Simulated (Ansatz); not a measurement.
The starting structures come from a database of crystals and need not be the phases stable at ambient conditions.

 Where the default PAW files enter, the runs use the earlier of Ansatz's two default sets.

## Evanescent states of YOF (P4/nmm, not sure to be the ambient phase, 6 atoms a cell, 13.3 Å³ an atom, -2 GPa at this level) along the normal of (110)

These are PBEsol (plane waves, PAW; Ansatz, an electronic-structure program) values and carry that method's errors.

The gap is the functional's own, uncorrected, and κ follows it; spin-orbit coupling is left out. Mid-gap values are interpolated between the computed energies.

Energies count from the valence-band top; κ is the least over a 6×6 mesh across the current.

| E (eV) | κ (1/Å) | where |
|---|---|---|
| 0.12 | 0.149 | off Γ |
| 0.34 | 0.246 | Γ |
| 0.57 | 0.279 | Γ |
| 0.81 | 0.304 | Γ |
| 1.03 | 0.324 | Γ |
| 1.26 | 0.339 | Γ |
| 1.50 | 0.351 | Γ |
| 1.73 | 0.359 | Γ |
| 1.96 | 0.365 | Γ |
| 2.19 | 0.368 | Γ |
| 2.42 | 0.368 | Γ |
| 2.65 | 0.366 | Γ |
| 2.88 | 0.362 | Γ |
| 3.10 | 0.355 | Γ |
| 3.33 | 0.345 | Γ |
| 3.56 | 0.331 | Γ |
| 3.79 | 0.313 | Γ |
| 4.03 | 0.290 | Γ |
| 4.25 | 0.259 | Γ |
| 4.49 | 0.218 | Γ |
| 4.71 | 0.158 | Γ |

**Question.** How thick must the barrier be to attenuate the transmission by 10^8 when the electrodes' Fermi level lies at 1.96 eV, and what attenuation does that film give at 3.33 eV?

**Answer.** d = 8 ln 10 / (2 × 0.365) = 25.2 Å. At 3.33 eV it gives 8 × 0.345/0.365 = 7.6 decades.
